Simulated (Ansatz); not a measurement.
Consider the energy of the reaction as written. Reaction: 3 cell B → cell A. Negative: the products are lower in energy.

Cell A: a slab of composition Ga3N3, 6 atoms, hexagonal cell of 3.35 Å (9.7 Å²), symmetry P-6m2, 4.7 Å thick under 16 Å of vacuum, in-plane vectors held at the given values, so it may be strained; planes from bottom to top: GaN × 3; a model cell; spin state with PBE: run without spin, k-point mesh 10×10×1.
```yaml
crystal:
  lattice:
    - [3.35048, 0.00000, 0.00000]
    - [-1.67524, 2.90160, 0.00000]
    - [0.00000, 0.00000, 20.47800]
  atoms:
    - { symbol: Ga, position: [0.33333, 0.66667, 0.38667] }
    - { symbol: N, position: [0.66667, 0.33333, 0.38448] }
    - { symbol: N, position: [0.33333, 0.66667, 0.50000] }
    - { symbol: Ga, position: [0.66667, 0.33333, 0.50000] }
    - { symbol: Ga, position: [0.33333, 0.66667, 0.61333] }
    - { symbol: N, position: [0.66667, 0.33333, 0.61552] }
```

Cell B: a sheet of composition GaN, 2 atoms, hexagonal cell of 3.21 Å (8.9 Å²), symmetry P-6m2, 0.0 Å thick under 16 Å of vacuum, in-plane vectors relaxed; planes from bottom to top: GaN, all atoms in one plane; a model cell; spin state with PBE: run without spin, k-point mesh 12×12×1.
```yaml
crystal:
  lattice:
    - [3.21229, 0.00000, 0.00000]
    - [-1.60614, 2.78192, 0.00000]
    - [0.00000, 0.00000, 16.00000]
  atoms:
    - { symbol: Ga, position: [0.33333, 0.66667, 0.50000] }
    - { symbol: N, position: [0.66667, 0.33333, 0.50000] }
```

Computed with Ansatz (plane waves, PAW), its default PAW set, cutoff 420 eV, 500 eV for r2SCAN. The structures are at rest with PBE, within the held lattices; other levels are single points on them. HSE06 runs on coarser k-point meshes, mended by the PBE difference between the two meshes. Neutral cells; Fermi-Dirac smearing of at most 0.05 eV in the solids, energies taken to zero width. The lattices are those relaxed with PBE or held as stated, so at other levels the solids can be strained, which adds to the spread. A dispersion term (D3(BJ), or D4 for r2SCAN) was computed beside these levels and is taken off wherever the name lacks it. Static lattices, no vibrational contributions. No structure search was made; lower ones may exist. No correction for cell size. The cells' k-point meshes differ in density, so the last digit is unsettled. Cell A has symmetry P-6m2 and got no random move, so less symmetric positions, which may lie lower, weren't tried. Cell B has symmetry P-6m2 and got no random move, so less symmetric positions, which may lie lower, weren't tried.

Question: Predict the value from PBE.

Answer: -0.40 eV, for 3 cell B → cell A.

Question: List the value at the remaining levels and say how far they part.

Answer: 
| Functional | value (eV) | less PBE |
|---|---|---|
| r2SCAN | -0.67 | -0.27 |
| HSE06 | -0.47 | -0.07 |

The levels span 0.27 eV, from r2SCAN (-0.67) to PBE (-0.40).

Ansatz is a quantum-chemistry and plane-wave program.
